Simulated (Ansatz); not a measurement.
# Rb: energy against volume

Rb (bcc, Im-3m, 86.464 Å³/atom and stress up to 0.01 GPa in the relaxed cell, cube axes along x, y and z) under an equal strain ε along all three axes. PBEsol in Ansatz, a plane-wave DFT program (PAW, default set), 420 eV, 17×17×17 Γ-centred mesh, Fermi-Dirac smearing 0.10 eV.

Here V stands for volume and E for E less E0.

```csv
volume (Å³/atom),E less E0 (meV/atom),pressure (GPa)
81.3794,2.77,0.20
82.6313,1.49,0.14
83.8961,0.61,0.09
85.1736,0.12,0.05
86.4641,0.00,0.00
87.7676,0.23,-0.04
89.0841,0.81,-0.08
90.4137,1.71,-0.12
91.7564,2.93,-0.15
94.4817,?,?
```

Taking the third-order Birch-Murnaghan form, a cubic in V^(-2/3) for E over the 9 complete rows: With u = V^(-2/3) - 0.0512, the rows have u = 0.0020505, 0.0015113, 0.0009802, 0.0004571, -0.0000582, -0.0005658, -0.0010659, -0.0015586, -0.0020441. Least squares gives E = -0.006 - 35.8·u + 681436·u² - 1791875·u³. Residuals (row less fit): 0.000, 0.000, -0.002, 0.000, 0.002, -0.003, 0.001, -0.002, 0.000; standard error 0.002 (degrees of freedom: 5). Its minimum lies at u = 0.0000263, so V0 = (0.0512263)^(-3/2) = 86.25. There d²E/du² = 1363000 and d³E/du³ = -1.075e7, so B0 = (4/9) × 86.25^(-7/3) × 1363000 × 0.160218 = 2.95 GPa (the last factor turns the table's units into GPa), and B0' = 4 + (2/3) × 0.0512263 × (-1.075e7)/1363000 = 3.7. B0' rests on the cubic coefficient alone and has a standard error of 0.1 from these residuals.

Task: Predict the withheld E at V = 94.4817 from the fit, and compare with the calculation.

Result: u = -0.0029940, so E = -0.006 - 35.8 × (-0.0029940) + 681436 × (-0.0029940)² - 1791875 × (-0.0029940)³ = 6.258 meV/atom. The calculation gives 6.26 meV/atom, which the fit meets to the printed digits. The row lies outside the fitted rows, so this is an extrapolation. The scatter of the fitted rows lies at the last printed digit.

In a metal these values are sensitive to mesh and smearing; energies are taken to zero smearing, stresses follow the free energy. Other structures, which can take over under pressure, weren't tried. The same form fitted to the pressure column gives B0' = 3.7; series where the two differ by over 0.4 aren't shown. Rows are the converged runs of the series near zero and its far end, less any whose ions stayed unrelaxed beside relaxed ones; series whose fitted rows scatter by over a few per cent of the range, as at a crossing or softening among them, aren't shown in this form.
